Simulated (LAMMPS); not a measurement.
LAMMPS 22 Jul 2025, classical MD, Tersoff (GaN.tersoff): GaN, 10648 atoms.

```
Item                                                                                           Result
-----------------------------------------------  ----------------------------------------------------
task                                                                                          MD, nve
potential                                                                        Tersoff, GaN.tersoff
copies of the repeat unit                                                                    11×11×11
shape (slab and sphere leave vacuum in the box)                                                  bulk
steps                                                                                            2000
timestep                                                                                         1 fs
thermo                                                                                             50
newton                                                                                   on (default)
atom_modify sort (bins of 2 Å where set)                                               1000 (default)
comm_style                                                                            brick (default)
box                                                                              35.1 × 60.8 × 57.0 Å
start                                            generated wurtzite lattice, warmed in an untimed run
```

All runs start from one configuration, warmed at this fixed volume for 1000 steps under a thermostat at 300 K. The run at a skin of 2 Å has a mean temperature of 298 K and a mean pressure of 0.3 GPa.

One run each, on a shared machine, so no times are given.

With neigh_modify every 1 delay 0 check yes, skins of 0.1, 0.3, 0.5, 1, 1.5, 2, 3 Å were run. Further schedules:
- skin 1 Å, every 100 delay 0 check no
- skin 0.3 Å, every 1 delay 10 check yes
- skin 1 Å, every 10 delay 0 check yes
- skin 1 Å, every 20 delay 0 check no
- skin 0.3 Å, every 10 delay 0 check yes
- skin 0.3 Å, every 20 delay 0 check no
- skin 2 Å, every 100 delay 0 check no

A schedule rebuilds too seldom if it shows a dangerous build, rebuilds less often than the check at every step does at that skin, or fails.

Question: Which schedules can miss pairs here, and how do rebuilds depend on the skin?

Answer: With the check at every step the rebuilds are 666 at 0.1 Å, 228 at 0.3 Å, 121 at 0.5 Å, 0 at 1 Å, 0 at 1.5 Å, 0 at 2 Å, 0 at 3 Å. Too seldom: skin 0.3 Å, every 1 delay 10 check yes; skin 0.3 Å, every 10 delay 0 check yes; skin 0.3 Å, every 20 delay 0 check no.

| setting | rebuilds | dangerous builds | list entries an atom | change of the total energy (meV/atom) |
|---|---|---|---|---|
| skin 0.1 Å, every 1 delay 0 check yes | 666 | — | 11.4 | under 0.001 |
| skin 0.3 Å, every 1 delay 0 check yes | 228 | — | 17.0 | under 0.001 |
| skin 0.5 Å, every 1 delay 0 check yes | 121 | — | 17.2 | under 0.001 |
| skin 1 Å, every 1 delay 0 check yes | 0 | — | 26.0 | under 0.001 |
| skin 1.5 Å, every 1 delay 0 check yes | 0 | — | 36.2 | under 0.001 |
| skin 2 Å, every 1 delay 0 check yes | 0 | — | 47.2 | under 0.001 |
| skin 3 Å, every 1 delay 0 check yes | 0 | — | 84.1 | under 0.001 |
| skin 1 Å, every 100 delay 0 check no | 20 | not counted | 26.0 | under 0.001 |
| skin 0.3 Å, every 1 delay 10 check yes | 200 | 200 | 17.0 | under 0.001 |
| skin 1 Å, every 10 delay 0 check yes | 0 | 0 | 26.0 | under 0.001 |
| skin 1 Å, every 20 delay 0 check no | 100 | not counted | 26.0 | under 0.001 |
| skin 0.3 Å, every 10 delay 0 check yes | 200 | 200 | 17.0 | under 0.001 |
| skin 0.3 Å, every 20 delay 0 check no | 100 | not counted | 17.0 | under 0.001 |
| skin 2 Å, every 100 delay 0 check no | 20 | not counted | 47.2 | under 0.001 |

Where the energy changes as in the checked runs, the late rebuilds cost nothing that shows in this run. List entries are as LAMMPS prints them (Ave neighs/atom).
